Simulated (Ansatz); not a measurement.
## Pressure series in hypothetical diamond Ir

Take Ir in the diamond structure (space group Fd-3m, No. 227; a = 5.567 Å; a hypothetical phase, not in the database extracts checked) as the base.

Cell and atoms are relaxed at each pressure.

All numbers come from DFT with PBE, PAW potentials and a 420 eV plane-wave cutoff in Ansatz (a program for electronic structure), scalar-relativistic without spin-orbit coupling.

```json
[
 {"pressure (GPa)": "-2", "volume per atom (Å³/atom)": "21.814"},
 {"pressure (GPa)": "-1", "volume per atom (Å³/atom)": "21.691"},
 {"pressure (GPa)": "0", "volume per atom (Å³/atom)": "21.571"},
 {"pressure (GPa)": "0.3", "volume per atom (Å³/atom)": "21.536"},
 {"pressure (GPa)": "0.7", "volume per atom (Å³/atom)": "21.490"},
 {"pressure (GPa)": "1.5", "volume per atom (Å³/atom)": "21.400"},
 {"pressure (GPa)": "3", "volume per atom (Å³/atom)": "21.236"},
 {"pressure (GPa)": "5", "volume per atom (Å³/atom)": "?"},
 {"pressure (GPa)": "10", "volume per atom (Å³/atom)": "20.560"}
]
```

Fit the third-order Birch–Murnaghan form P(V) = (3B₀/2)[(V₀/V)^(7/3) − (V₀/V)^(5/3)]·[1 + (3/4)(B₀′ − 4)((V₀/V)^(2/3) − 1)] (squares taken in P) to the rows shown and predict the withheld row.

Least squares on the printed values gives V₀ = 21.571 Å³/atom, B₀ = 184 GPa, B₀′ = 5.2; this predicts 21.029 Å³/atom, and the run gives 21.029 Å³/atom, in agreement.

Load acts through the strain it causes; cell and atoms are relaxed under it. Whether these cells are dynamically stable was not tested. Competing high-pressure phases were not computed. The final runs are not spin-polarised.
